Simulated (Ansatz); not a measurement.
Defect migration in monoclinic ZrO2: O vacancy, neutral cell. Calculation: PBE, PAW (plane waves to 420 eV; Ansatz, a program for electronic structure).

Cell of 96 host sites held at the relaxed PBE lattice; the Γ point alone; Fermi-Dirac width 0.01 eV, spin-restricted; finite-size errors left in. Energies are static. The charge state is imposed; whether it is stable for some Fermi level was not computed. Forms of the defect that were not tried may lie lower. The start lies 0.12 eV above the lowest site run (PBE).

Barriers: single points on a 2×2×2 k-point mesh shifted by half a step at the bands' geometries (they differ from the bands' own by up to 0.15 eV, and are uncertain by about as much).

The step: a nearby O atom hops onto the vacant site. Atoms about the jump, Cartesian Å from the middle of the jump, before and after:

```csv
atom,x0,y0,z0,x1,y1,z1
O1,-0.20,0.37,1.28,0.20,-0.37,-1.28
Zr2,0.99,-1.12,0.57,0.99,-1.08,0.58
Zr3,-1.92,1.51,0.96,-1.94,1.51,0.97
Zr4,1.45,1.02,-2.07,1.46,1.05,-2.08
O5,-2.60,0.00,-0.43,-2.59,0.00,-0.42
O6,2.50,0.01,-0.45,2.59,0.00,-0.41
O7,-0.71,3.01,0.25,-0.68,2.94,0.22
O8,-0.71,-2.21,0.20,-0.73,-2.20,0.29
O9,-0.28,2.13,-2.36,-0.24,2.21,-2.44
Zr10,-1.48,-1.57,-1.68,-1.48,-1.56,-1.66
O11,2.13,2.56,-0.69,2.14,2.56,-0.70
O12,2.16,-0.06,2.24,2.05,-0.08,2.21
O13,1.68,2.62,1.96,1.68,2.63,1.96
O14,-1.15,2.18,2.88,-1.16,2.15,2.85
Zr15,0.56,1.05,3.21,0.54,1.06,3.22
O16,-2.14,-0.06,-3.07,-2.14,-0.07,-3.07
Zr17,3.25,1.51,0.98,3.25,1.52,0.97
O18,-3.06,2.55,-0.70,-3.06,2.56,-0.71
O19,0.65,0.31,-3.93,0.68,0.35,-3.99
O20,-3.05,-0.06,2.22,-3.05,-0.06,2.22
Zr21,-1.47,3.67,-1.67,-1.47,3.66,-1.68
O22,2.14,-2.70,-0.69,2.14,-2.70,-0.70
Zr23,1.01,4.13,0.55,1.01,4.13,0.55
```

Task: Give the saddle-point geometry and the barrier.

Result: 
```tsv
atom	x	y	z
O1	-0.04	0.47	-0.15
Zr2	0.96	-1.11	0.51
Zr3	-1.78	1.44	0.87
Zr4	1.42	1.07	-1.99
O5	-2.67	-0.05	-0.45
O6	2.62	-0.01	-0.46
O7	-0.74	3.10	0.27
O8	-0.73	-2.20	0.16
O9	-0.25	2.21	-2.41
Zr10	-1.59	-1.61	-1.71
O11	2.13	2.58	-0.65
O12	2.07	-0.03	2.21
O13	1.67	2.63	1.99
O14	-1.11	2.09	2.80
Zr15	0.60	1.06	3.30
O16	-2.14	-0.07	-3.07
Zr17	3.24	1.51	1.00
O18	-3.02	2.53	-0.72
O19	0.61	0.25	-3.83
O20	-3.02	-0.07	2.20
Zr21	-1.47	3.69	-1.68
O22	2.11	-2.70	-0.65
Zr23	1.01	4.15	0.58
```
It lies 1.43 eV above the start and 1.43 eV above the end. The program found a first-order saddle point.
